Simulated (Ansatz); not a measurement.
How the volume per atom of ZnS (model structure, started from the beta GaS type, P6₃/mmc, No. 194, 8 atoms in the cell) moves with the method

No measured value is used here.

```tsv
level (code)	value (Å³/atom)
PBE (Ansatz)	25.72
PBEsol (Ansatz)	23.30
PBE-D3(BJ) (Ansatz)	21.76
```

Ansatz's density-functional and Hartree–Fock values are scalar-relativistic unless marked +SOC, with PAW data made under PBE.

A model structure was made by putting elements into a prototype or built by hand; it is no filed structure, need not be a known phase, and can be a saddle point held by its symmetry.

Ansatz is a first-principles code.
